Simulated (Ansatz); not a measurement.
Base system: HgS in the zinc blende structure (space group F-43m, No. 216; a = 5.8759 Å). Axes: x, y, z lie along the cube axes.

Calculations: PBEsol (Ansatz, a program for electronic structure), no spin-orbit coupling.

Strains are applied to the cell and any free atomic positions relax.

One change was made to it. Results:

| quantity | base | after |
|---|---|---|
| energy relative to the base (free energy F) | 0 meV/atom | +0.6 meV/atom |
| pressure (mean of the normal stresses, compression positive) | 0.0 GPa | 0.6 GPa |

Name the change that was made.
A) uniaxial strain ε_zz = +2.00 %
B) uniaxial strain ε_zz = +2.50 %
C) uniaxial strain ε_zz = −2.00 %
D) uniaxial strain ε_zz = −1.00 %

D, uniaxial strain ε_zz = −1.00 %. For comparison, the energy relative to the base in the other runs: uniaxial strain ε_zz = +2.50 % gives +3.4 meV/atom; uniaxial strain ε_zz = +2.00 % gives +2.2 meV/atom; uniaxial strain ε_zz = −2.00 % gives +2.3 meV/atom.

A case with no gap was solved on a k-mesh chosen for an insulator, which is coarse for it. No phonon test of stability was made. All final runs are without spin polarisation.
